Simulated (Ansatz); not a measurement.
Defect migration in monoclinic ZrO2 with all lengths changed by +1 %: O vacancy, neutral cell. The step: one O atom jumps into the vacancy from a nearby O site; the atom moves 2.72 Å along (0.00, -0.14, -0.48) of the unit cell; the moving atom starts with neighbours O at 2.60, O at 2.61; Zr at 2.05, Zr at 2.10, Zr at 2.20 Å and ends with O at 2.58, O at 2.59; Zr at 2.07, Zr at 2.12, Zr at 2.16 Å. DFT values are from Ansatz (plane-wave PAW, 420 eV unless said) in a cell of 96 host sites, spin-restricted, static, with no finite-size correction. The charge state is imposed; whether it is stable for some Fermi level was not computed. Forms of the defect that were not tried may lie lower. The start lies 0.15 eV above the lowest site run (PBE). For the PBE band: the saddle point's order was not checked.

```csv
Level,Forward barrier (eV),Cost of the band or of the saddle's single point
"CHGNet universal potential (has no charge state), its own band",0.67,-
"PBE, the Γ point alone, band relaxed",1.47,very roughly 40 core-minutes
"PBE, a 2×2×2 k-point mesh shifted by half a step, same geometries",1.49,around 10 core-minutes (rough)
```

Ansatz is a first-principles code.
